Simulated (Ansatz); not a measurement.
Where the default PAW files enter, the runs use the earlier of Ansatz's two default sets.

By PBEsol, the system below comes out a metal.

A figure of merit of an interconnect metal is its ballistic conductance per area.

Consider the following.

```
CELL_PARAMETERS angstrom
      3.08540     0.00000     0.00000
      0.00000     4.36342     0.00000
      1.54270     2.18171     1.54270
ATOMIC_POSITIONS crystal
  Nb 0.00000 0.50000 0.00000
  N  0.00000 0.00000 0.00000
```

Space group of this cell: Fm-3m, rock salt. The cell is strained (all lengths scaled by 0.98); by PBEsol its mean pressure is 3.9 GPa.

The current flows along the normal of the first two printed cell vectors, the (110) plane of the conventional cell. No spin-orbit coupling; the value is a mean over 0.1 eV about the Fermi level.

Q: Compute, with Ansatz (a first-principles code) with PBEsol, the ballistic conductance per area.

A: 1.7 × 10¹⁵ S/m² for both spins.
